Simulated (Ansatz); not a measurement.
# The (100) surface of germanium, c(4x2) alternately buckled dimers (bottom of the slab: dihydride, held)

All values below come from r2SCAN, at the PBE geometry (plane waves to 500 eV, PAW; Ansatz, a program for electronic structure).

Set-up: 40 atoms, 11.3 Å thick at the start with caps and adatoms (thin: gaps and levels are the slab's own); mesh 4x4x1; 0.025 eV smearing; dipole correction on; single point; on the structure that PBE left under its start's symmetry; no spin, no spin-orbit, no U. In PBE it is, or lies within 0.01 eV a 1x1 cell of, the lowest of the 5 structures of its composition computed so far; subsurface sites and larger cells were not tried.

```yaml
gap_of_the_slab_on_its_k_mesh: 0.27 eV
highest_filled_level_below_the_top_vacuum_level: 4.84 eV
cost: around 14 core-minutes (rough)
```
